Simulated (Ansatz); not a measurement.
An Ansatz (an electronic-structure program) run: CsSnBr3 with a change (x(Li) = 0.5, 10 atoms, Fm-3m); Ansatz, PBE, PAW, cutoff 420 eV, without spin-orbit coupling, earlier PAW set.

Input:

Ansatz 0.2 input:
```yaml
crystal:
  lattice:
    - [0, 5.8587104988, 5.8587104988]
    - [5.8587104988, 0, 5.8587104988]
    - [5.8587104988, 5.8587104988, 0]
  atoms:
    - { symbol: Li, position: [0, 0, 0] }
    - { symbol: Cs, position: [0.5, 0.5, 0.5] }
    - { symbol: Sn, position: [0.25, 0.25, 0.25] }
    - { symbol: Sn, position: [0.75, 0.75, 0.75] }
    - { symbol: Br, position: [0.5, 0, 0] }
    - { symbol: Br, position: [0, 0.5, 0.5] }
    - { symbol: Br, position: [0, 0, 0.5] }
    - { symbol: Br, position: [0.5, 0.5, 0] }
    - { symbol: Br, position: [0, 0.5, 0] }
    - { symbol: Br, position: [0.5, 0, 0.5] }
basis: { ecutwfc: 420, ecutrho_ratio: 4, xc_grid: 2, fft_grid_basis: typed }
kpoints: { mp_grid: { grid: [5, 5, 5] } }
hamiltonian:
  xc: pbe
  dispersion: none
  pseudopotentials: { azcp: { folder: ./paw }, kind: paw }
scf: { occupations: { method: fermi_dirac, width: 0.05 }, convergence: { dr2_threshold: 0.000000001 } }
output: { forces: true, stress: true }
checkpoint: { write: state.ck, write_every: 1000 }
```

Output:

```
WARN ansatz: RAYON_NUM_THREADS=1 ignored (pool sized by the plan → 1); use --threads N
Pseudopotentials: kind: paw
Pseudopotential: Li, paw, valence charge 3
Pseudopotential: Cs, paw, valence charge 9
Pseudopotential: Sn, paw, valence charge 14
Pseudopotential: Br, paw, valence charge 7
Functional definition: PBE
Crystal: 10 atoms, lattice volume = 402.194 Å³
Basis set: ecut = 420 eV, 7799 PW (Γ), exchange–correlation on 120×120×120 points (8 copies of the dense FFT grid, shifted against one another)
Bands: 51, of which v1, the nominal top of the filled ones, is band 41 counted from 1 (40 counted from 0)
Symmetry: 48 space group operations
Space group: Fm-3m (ITA 225), of the structure as read, at distance tolerance 7.4e-5 Å
k-points: 10 of 125
Initial density: superposition of atomic densities (chi_scale 0.1, normalization cell), built separately for each of the 2 bonded fragments …
Initial wavefunctions: pseudopotential atomic-orbital guess
Eigensolver: davidson
Functional: x = pbe(κ = 0.804, μ = 0.2195149727645171), c = pbe(β = 0.06672455060314922)
SCF iter   1: F=—  HF=-34635.144310 eV  |F-HF|=—  |Δ(HF+E_count)|=         —  Δρ=2.00e-2  dr2=3.48e0  ethr=3.10e-3  ⟨swp⟩=8.7  Hψ=2456  notcnv=0  defer=3
all-band conjugate gradients solve this SCF's bands
preconditioner: auto → Resta (q_TF=auto, 2.093 Å⁻¹)
SCF iter   2: F=—  HF=-34634.098884 eV  |F-HF|=—  |Δ(HF+E_count)|=    1.05e0  Δρ=9.62e-3  dr2=1.33e0  ethr=3.10e-3  ⟨swp⟩=3.3  Hψ=1010  notcnv=0  defer=33
SCF iter   3: F=—  HF=-34633.554456 eV  |F-HF|=—  |Δ(HF+E_count)|=   5.44e-1  Δρ=2.93e-3  dr2=2.05e-1  ethr=1.63e-3  ⟨swp⟩=4.4  Hψ=1362  notcnv=0  defer=31
SCF iter   4: F=—  HF=-34633.484734 eV  |F-HF|=—  |Δ(HF+E_count)|=   6.97e-2  Δρ=1.12e-3  dr2=1.76e-2  ethr=2.50e-4  ⟨swp⟩=4.6  Hψ=898  notcnv=0  defer=27
SCF iter   5: F=—  HF=-34633.485277 eV  |F-HF|=—  |Δ(HF+E_count)|=   5.43e-4  Δρ=2.67e-4  dr2=7.24e-4  ethr=2.14e-5  ⟨swp⟩=3.0  Hψ=859  notcnv=0  defer=22
SCF iter   6: F=—  HF=-34633.485940 eV  |F-HF|=—  |Δ(HF+E_count)|=   6.63e-4  Δρ=9.18e-5  dr2=6.23e-5  ethr=8.83e-7  ⟨swp⟩=2.0  Hψ=964  notcnv=0  defer=22
SCF iter   7: F=—  HF=-34633.486008 eV  |F-HF|=—  |Δ(HF+E_count)|=   6.80e-5  Δρ=2.58e-5  dr2=4.75e-6  ethr=7.60e-8  ⟨swp⟩=2.0  Hψ=718  notcnv=0  defer=22
SCF iter   8: F=—  HF=-34633.486196 eV  |F-HF|=—  |Δ(HF+E_count)|=   1.88e-4  Δρ=6.44e-6  dr2=2.21e-7  ethr=5.79e-9  ⟨swp⟩=2.0  Hψ=909  notcnv=0  defer=22
SCF iter   9: F=—  HF=-34633.486197 eV  |F-HF|=—  |Δ(HF+E_count)|=   3.41e-7  Δρ=1.17e-6  dr2=1.15e-8  ethr=2.69e-10  ⟨swp⟩=2.0  Hψ=884  notcnv=0  defer=22
SCF iter  10: F=-34633.486197 eV  HF=-34633.486197 eV  |F-HF|=1.23e-9  |Δ(HF+E_count)|=   2.57e-8  Δρ=3.01e-7  dr2=6.78e-10  ethr=1.22e-12  ⟨swp⟩=3.2  Hψ=2109  notcnv=0
SCF 1 converged in 10 iterations: F = -34633.486197 eV  dr2 = 6.78e-10
SCF converged after 10 iterations
Free energy (F): -34633.486197 eV
Harris-Foulkes:  -34633.486197 eV  (|F-HF|=1.23e-9)
Internal energy: -34633.486134 eV  (E = F + TS)
E sigma→0 (E₀):  -34633.486165 eV
Entropy (-TS):   -0.000063 eV (-0.006 meV/atom)
Fermi energy:    3.892455 eV
--- Per-component energies (eV) ---
  E_band       = -675.565828
  E_kinetic    = 1275.985169
  E_local      = -5616.996698  (includes V_loc(G=0)·N_el)
  E_nonlocal   = 601.891010
  E_hartree    = 2359.475932
  E_xc         = -1619.595920
  E_vxc        = -959.280496  (∫ρ·V_xc dr)
  E_paw        = -27701.112947  (= ΣΔE_a)
  E_vpaw       = -696.117958  (= ΣTr[D̂ρ^β])
  E_aug_tail   = 0.000828  (compensation charges beyond the density's cutoff)
  E_ewald      = -3933.133507
  E_smearing   = -0.000063  (= −TS)
  E_closure    = -0.000000  (closes the sum)
  Σ components = -34633.486197   (vs F -34633.486197, Δ=0.00e0)
  [band-id]    e_kinetic+e_local+e_nonlocal+2·e_hartree+e_vxc+e_vpaw+e_augmentation_tail = -675.566280   (vs E_band -675.565828, Δ=-4.52e-4)
--- Forces (eV/Å), atoms counted from 1 ---
  atom   1  Li     0.00000000    -0.00000000    -0.00000000
  atom   2  Cs     0.00000000    -0.00000000    -0.00000000
  atom   3  Sn    -0.00000000     0.00000000    -0.00000000
  atom   4  Sn    -0.00000000     0.00000000     0.00000000
  atom   5  Br     0.00000000     0.00000000     0.00000000
  atom   6  Br     0.00000000     0.00000000     0.00000000
  atom   7  Br    -0.00000000     0.00000000    -0.00000000
  atom   8  Br    -0.00000000    -0.00000000     0.00000000
  atom   9  Br    -0.00000000    -0.00000000     0.00000000
  atom  10  Br    -0.00000000    -0.00000000     0.00000000
  max |Σ_I F_I| component: 2.89e-19 eV/Å
--- Stress (GPa, compression-positive) ---
       -0.017543       0.000000      -0.000000
       -0.000000      -0.017543       0.000000
        0.000000       0.000000      -0.017543
  P = ⅓ Tr σ = -0.0175 GPa (-0.175 kbar)
  The stress holds the Pulay correction. Without it, at fixed plane waves, as pw.x and ABINIT print it: P = -0.0216 GPa
  The stress includes an estimate of the error left by incomplete SCF convergence (largest component 0.0000 GPa).
--- Band table ---
  band table: none
```

Each cell is one ordered arrangement of few atoms, which overstates ordering effects compared with a random alloy. Stability against distortions was not tested. The cell was made from CsSnBr3 by this change: x(Li) = 0.5, 10 atoms, Fm-3m. Many cubic perovskites are stable only at high temperature; tilts and polar distortions were not tested.
